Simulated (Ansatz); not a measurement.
System: interstitial H in amorphous Al32O48 (a melt-quenched model of 80 atoms) (charge state +1). Method: PBE, PAW (plane waves to 420 eV; Ansatz, an electronic-structure program).

80-site cell at the glass model's own volume, the Γ point alone, smearing 0.01 eV, spin-restricted, no finite-size correction. No zero-point or tunnelling terms. This is one neighbourhood of one small, fast-quenched model, and the added charge may sit on a native defect of the glass. The charge state is imposed; whether it is stable for some Fermi level was not computed. Sites that were not tried may lie lower. The start lies 0.95 eV above the lowest site run (PBE).

Barriers: single points on a 2×2×2 k-point mesh shifted by half a step at the bands' geometries.

Relaxed starting cell (atoms counted from 1):

```yaml
crystal:
  lattice:
    - [9.77421, 0.00000, 0.00000]
    - [0.00000, 9.77421, 0.00000]
    - [0.00000, 0.00000, 9.77421]
  atoms:
    - { symbol: Al, position: [0.36186, 0.70319, 0.54591] }
    - { symbol: Al, position: [0.54664, 0.48386, 0.14628] }
    - { symbol: Al, position: [0.58725, 0.55222, 0.73073] }
    - { symbol: Al, position: [0.20313, 0.90090, 0.22948] }
    - { symbol: Al, position: [0.54643, 0.79467, 0.26414] }
    - { symbol: Al, position: [0.31588, 0.72217, 0.03989] }
    - { symbol: Al, position: [0.67670, 0.08268, 0.34502] }
    - { symbol: Al, position: [0.52502, 0.16654, 0.64059] }
    - { symbol: Al, position: [0.11330, 0.92853, 0.53358] }
    - { symbol: Al, position: [0.85551, 0.81160, 0.77414] }
    - { symbol: Al, position: [0.32057, 0.45442, 0.94738] }
    - { symbol: Al, position: [0.78886, 0.55072, 0.23937] }
    - { symbol: Al, position: [0.44947, 0.41671, 0.47245] }
    - { symbol: Al, position: [0.23387, 0.14166, 0.79401] }
    - { symbol: Al, position: [0.56761, 0.86538, 0.69548] }
    - { symbol: Al, position: [0.00575, 0.02572, 0.97742] }
    - { symbol: Al, position: [0.22887, 0.19288, 0.46909] }
    - { symbol: Al, position: [0.95580, 0.52336, 0.49449] }
    - { symbol: Al, position: [0.97806, 0.12071, 0.28881] }
    - { symbol: Al, position: [0.03813, 0.68737, 0.29191] }
    - { symbol: Al, position: [0.12012, 0.72262, 0.73744] }
    - { symbol: Al, position: [0.70182, 0.05455, 0.88161] }
    - { symbol: Al, position: [0.90657, 0.51187, 0.76195] }
    - { symbol: Al, position: [0.53077, 0.26226, 0.89974] }
    - { symbol: Al, position: [0.42148, 0.98151, 0.42514] }
    - { symbol: Al, position: [0.42453, 0.24664, 0.22644] }
    - { symbol: Al, position: [0.05615, 0.32788, 0.98810] }
    - { symbol: Al, position: [0.79969, 0.25646, 0.09140] }
    - { symbol: Al, position: [0.04610, 0.61776, 0.01033] }
    - { symbol: Al, position: [0.83635, 0.85587, 0.47793] }
    - { symbol: Al, position: [0.13167, 0.39493, 0.24860] }
    - { symbol: Al, position: [0.73982, 0.35069, 0.51936] }
    - { symbol: O, position: [0.43362, 0.31780, 0.05845] }
    - { symbol: O, position: [0.96147, 0.46814, 0.92495] }
    - { symbol: O, position: [0.04068, 0.57829, 0.65202] }
    - { symbol: O, position: [0.94841, 0.99576, 0.42936] }
    - { symbol: O, position: [0.85468, 0.95359, 0.89665] }
    - { symbol: O, position: [0.04932, 0.23968, 0.42954] }
    - { symbol: O, position: [0.24063, 0.80906, 0.62695] }
    - { symbol: O, position: [0.17425, 0.09978, 0.62112] }
    - { symbol: O, position: [0.49893, 0.09144, 0.29309] }
    - { symbol: O, position: [0.62644, 0.63866, 0.22700] }
    - { symbol: O, position: [0.33160, 0.54001, 0.49649] }
    - { symbol: O, position: [0.00299, 0.29127, 0.17448] }
    - { symbol: O, position: [0.65286, 0.17189, 0.01511] }
    - { symbol: O, position: [0.87937, 0.39250, 0.62455] }
    - { symbol: O, position: [0.49121, 0.99418, 0.58843] }
    - { symbol: O, position: [0.72109, 0.42288, 0.11597] }
    - { symbol: O, position: [0.06428, 0.01140, 0.16140] }
    - { symbol: O, position: [0.92736, 0.19467, 0.96278] }
    - { symbol: O, position: [0.59628, 0.44517, 0.57961] }
    - { symbol: O, position: [0.25149, 0.02475, 0.38411] }
    - { symbol: O, position: [0.20162, 0.31001, 0.87668] }
    - { symbol: O, position: [0.73763, 0.85846, 0.63232] }
    - { symbol: O, position: [0.15247, 0.74243, 0.12506] }
    - { symbol: O, position: [0.23642, 0.64057, 0.88589] }
    - { symbol: O, position: [0.68521, 0.89951, 0.34690] }
    - { symbol: O, position: [0.08536, 0.52345, 0.36181] }
    - { symbol: O, position: [0.51138, 0.38943, 0.30243] }
    - { symbol: O, position: [0.43744, 0.80119, 0.40962] }
    - { symbol: O, position: [0.92739, 0.63012, 0.15530] }
    - { symbol: O, position: [0.16850, 0.46674, 0.08114] }
    - { symbol: O, position: [0.38854, 0.84993, 0.15574] }
    - { symbol: O, position: [0.13549, 0.81129, 0.37490] }
    - { symbol: O, position: [0.81749, 0.44222, 0.38308] }
    - { symbol: O, position: [0.88753, 0.69038, 0.41414] }
    - { symbol: O, position: [0.39477, 0.25108, 0.52923] }
    - { symbol: O, position: [0.65917, 0.19638, 0.76391] }
    - { symbol: O, position: [0.99019, 0.72764, 0.87336] }
    - { symbol: O, position: [0.16045, 0.01509, 0.89504] }
    - { symbol: O, position: [0.49470, 0.70002, 0.67625] }
    - { symbol: O, position: [0.80358, 0.14621, 0.23904] }
    - { symbol: O, position: [0.41257, 0.16638, 0.79442] }
    - { symbol: O, position: [0.67030, 0.18657, 0.49390] }
    - { symbol: O, position: [0.49169, 0.44047, 0.84199] }
    - { symbol: O, position: [0.26165, 0.27900, 0.29782] }
    - { symbol: O, position: [0.98930, 0.84548, 0.64476] }
    - { symbol: O, position: [0.75595, 0.61710, 0.77071] }
    - { symbol: O, position: [0.41836, 0.57815, 0.06223] }
    - { symbol: O, position: [0.58746, 0.91890, 0.86053] }
    - { symbol: H, position: [0.99774, 0.22649, 0.51447] }
```
Cell charge +1.

End state 1 differs by these moves (Å; atoms that move under 0.08 Å are left out):

| atom | element | Δx | Δy | Δz |
|---|---|---|---|---|
| 2 | Al | 0.06 | 0.08 | 0.07 |
| 4 | Al | -0.02 | -0.06 | -0.06 |
| 7 | Al | -0.06 | 0.07 | 0.00 |
| 12 | Al | 0.05 | 0.14 | 0.24 |
| 17 | Al | 0.02 | 0.04 | 0.08 |
| 18 | Al | 0.33 | -0.61 | 0.12 |
| 19 | Al | -0.05 | -0.09 | -0.14 |
| 20 | Al | -0.07 | -0.03 | 0.08 |
| 21 | Al | 0.02 | -0.12 | -0.05 |
| 28 | Al | -0.08 | 0.04 | 0.01 |
| 32 | Al | 0.00 | 0.00 | 0.11 |
| 33 | O | -0.06 | -0.04 | -0.03 |
| 35 | O | 0.04 | -0.15 | 0.00 |
| 36 | O | 0.04 | 0.14 | 0.00 |
| 38 | O | 0.15 | 0.44 | 0.57 |
| 42 | O | 0.00 | 0.04 | 0.08 |
| 44 | O | 0.12 | -0.12 | 0.17 |
| 46 | O | -0.06 | -0.14 | 0.22 |
| 48 | O | 0.03 | 0.04 | 0.13 |
| 49 | O | -0.07 | -0.12 | -0.06 |
| 50 | O | -0.01 | 0.01 | 0.11 |
| 55 | O | 0.03 | -0.02 | -0.07 |
| 56 | O | 0.04 | -0.06 | -0.03 |
| 57 | O | -0.06 | 0.09 | 0.00 |
| 61 | O | 0.05 | -0.09 | 0.01 |
| 65 | O | 0.12 | -0.02 | 0.15 |
| 66 | O | -0.18 | 0.14 | -0.25 |
| 69 | O | 0.01 | -0.05 | -0.07 |
| 76 | O | 0.01 | 0.03 | 0.09 |
| 77 | O | -0.04 | -0.09 | -0.14 |
| 81 | H | 0.22 | 0.04 | 0.45 |

### Question
Predict the forward and backward barriers to end state 1 from PBE, PAW.

### Answer
forward 0.17 eV, backward 0.14 eV; at the saddle point atom 38 has neighbours Al at 1.88, Al at 2.05; H at 0.98 Å. The saddle point's order was not checked.
